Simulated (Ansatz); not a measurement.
Input and output of a self-consistent single point for MnCrInS4 (Imma, 14 atoms in the cell) (Ansatz, a quantum-chemistry and plane-wave program).

Method of the run: PBEsol, PAW files at level accurate made with PBE (plane waves; Ansatz).

```
CELL_PARAMETERS angstrom
     -3.67233     3.72335     5.25160
      3.67233    -3.72335     5.25160
      3.67233     3.72335    -5.25160
ATOMIC_POSITIONS crystal
  Mn 0.87696 0.62696 0.25000
  Mn 0.12304 0.37304 0.75000
  Cr 0.50000 0.00000 0.00000
  Cr 0.50000 0.50000 0.50000
  In 0.50000 0.00000 0.50000
  In 0.00000 0.00000 0.00000
  S  0.73318 0.73602 0.50284
  S  0.26682 0.26398 0.49716
  S  0.73318 0.23034 0.99716
  S  0.26682 0.76966 0.00284
  S  0.72182 0.74934 0.97248
  S  0.27818 0.25066 0.02752
  S  0.27686 0.74934 0.52752
  S  0.72314 0.25066 0.47248
```
Moments meant for the start (each program seeds them in its own way; μB, in the order of the atoms Mn Mn Cr Cr In In S S S S S S S S): 4.0 4.0 3.0 3.0 0.0 0.0 0.0 0.0 0.0 0.0 0.0 0.0 0.0 0.0.

Reference input (self-consistent single point, DFT, PBEsol, plane waves, default PAW files made with PBE): basis.ecutwfc = 420 eV; kpoints.mp_grid.grid = 3 3 3; kpoints.mp_grid.shift = 0.5 0.5 0.5; hamiltonian.xc = pbesol; hamiltonian.pseudopotentials = {kind: paw} (the program's default PAW files); magnetization.spin_polarized = true; scf.occupations.method = fermi_dirac; scf.occupations.width = 0.1 eV. This run's input differs from it in these lines:

Ansatz 0.2 input:
```diff
@@ -20,4 +20,2 @@
     - { symbol: S, position: [0.72314000, 0.25066000, 0.47248000] }
-basis:
-  ecutwfc: 420.0
 kpoints:
@@ -26,3 +24,3 @@
   xc: pbesol
-  pseudopotentials: { kind: paw }
+  pseudopotentials: { kind: paw, level: accurate }
 magnetization:
```

Output (repeated stretches shortened):

```
SCF iter   1: F=—  HF=-39311.561589 eV  |F-HF|=—  |Δ(HF+E_count)|=         —  Δρ=5.06e-2 (↑5.06e-2 ↓2.99e-2)  dr2=1.62e1  dr2_m=1.35e0  M=15.463 μB ∫|m|=15.626 μB  β_m=0.30  ethr=3.10e-3  ⟨swp⟩=6.2  Hψ=5910  notcnv=0  defer=7
Mixer restart at iter 1: flushing history
all-band conjugate gradients solve this SCF's bands
preconditioner: auto → Kerker (q_TF=auto, 2.443 Å⁻¹)
   [... lines left out ...]
SCF iter  19: F=—  HF=-39312.134098 eV  |F-HF|=—  |Δ(HF+E_count)|=   1.04e-7  Δρ=1.95e-6 (↑1.84e-6 ↓1.95e-6)  dr2=5.78e-8  dr2_m=2.12e-9  M=3.974 μB ∫|m|=15.725 μB  β_m=0.92  ethr=3.22e-10  ⟨swp⟩=2.0  Hψ=2660  notcnv=0  defer=73
SCF iter  20: F=-39312.134098 eV  HF=-39312.134098 eV  |F-HF|=3.57e-10  |Δ(HF+E_count)|=   2.93e-8  Δρ=5.81e-7 (↑5.14e-7 ↓5.81e-7)  dr2=4.63e-9  dr2_m=9.14e-11  M=3.974 μB ∫|m|=15.725 μB  ethr=3.91e-11  ⟨swp⟩=10.7  Hψ=6349  notcnv=0
SCF 1 converged in 20 iterations: F = -39312.134098 eV  dr2 = 4.63e-9
WARN: the starting moments were not kept: 2 of 4 ended reversed and 2 kept their direction, counting a site from 0.1 μB …
   [... lines left out ...]
WARN: an SCF from ferrimagnetic starting moments (-4.00, 4.00, -3.00, -3.00, 0.00, 0.00, 0.00, 0.00, 0.00, 0.00, 0.00, 0.00, 0.00, 0.00 Bohr magnetons, atom by …
Absolute magnetization: 15.7329 μB (∫|ρ↑−ρ↓|, with the PAW one-centre terms)
Free energy (F): -39312.134098 eV
Fermi energy:    8.310436 eV
   [... lines left out ...]
  atom  14  S     -0.00000000    -0.34557888    -0.01955863
--- Stress (GPa, compression-positive) ---
       -5.136489       0.000000       0.000000
        0.000000      -4.337611       0.000000
        0.000000       0.000000      -4.675646
  P = ⅓ Tr σ = -4.7166 GPa (-47.166 kbar)
  The stress holds the Pulay correction. Without it, at fixed plane waves, as pw.x and ABINIT print it: P = -4.7182 GPa
```

The run converged in 20 iterations. Against the reference run the pressure moves little (-4.73 to -4.72 GPa), the largest force hardly changes (0.345 to 0.346 eV/Å) and the size of the net moment stays at 0.28 μB/atom. The full log also holds: “WARN basis.ecutwfc = 1070 eV, the default”.

The starting cell comes from a database of computed structures (which also holds hypothetical and non-ambient phases and stackings), without a prior relaxation at this level. The magnetic order is the one reached from the typed start; others were not searched systematically. The program warned that a starting moment was not kept. The program warned that, by what it read of turns of the moments, another magnetic order lies lower. With a pressure of about -5 GPa the cell is away from its equilibrium volume at this level. Ansatz's pressure includes its estimate of the finite-basis (Pulay) stress.

Cost on one core of a shared machine: roughly 4 min.
